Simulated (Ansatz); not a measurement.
Ta (Im-3m), PBEsol, DFPT electron-phonon coupling, linearised Boltzmann equation (Ansatz, an electronic-structure program): Condition of this run: hydrostatic pressure 15 GPa (the target of the relaxation). phonon-limited resistivity 9.93 μΩ·cm at 300 K, 13.4 μΩ·cm at 400 K, current-weighted mean free path 4.4 nm, Drude plasma energy 9.71 eV.

Task: What is the classical skin depth at 100 GHz (nonmagnetic, μ₀ = 1.257×10⁻⁶ H/m)?

Result: δ = √(ρ/(π f μ₀)) = 502 nm.

Task: What temperature coefficient of resistance follows, and how does it compare with 1/T?

Result: (ρ₄₀₀ − ρ₃₀₀)/(100 K × ρ₃₀₀) = 3.49×10⁻³ K⁻¹, against 1/T = 3.33×10⁻³ K⁻¹ for a resistivity proportional to T. It lies higher because phonons are still being populated at 300 K; impurities would add a constant and lower it.

Task: Estimate the resistivity of a 40 nm square wire with diffuse walls from ρ ≈ ρ₀(1 + 3ℓ/4d).

Result: 1 + 0.75 × 4.4/40 = 1.08, so ρ ≈ 10.7 μΩ·cm and a line 1 μm long has 67.2 Ω. The formula is the free-electron limit for d well above ℓ; grain boundaries add to it.

A metal at this level (no band gap). Only scattering by harmonic phonons is included (no impurities, grain boundaries, electron-electron scattering or thermal expansion). Spin-orbit coupling is left out, which matters with elements this heavy. The run warned that the eigensolver left some states short of its tolerance. Halving the electron mesh (36x36x36) moves the resistivity by up to 4 % at 300 K, the mean free path by up to 4 %. Smearing 0.20 eV; phonons on a 6x6x6 q mesh, which this run doesn't test.
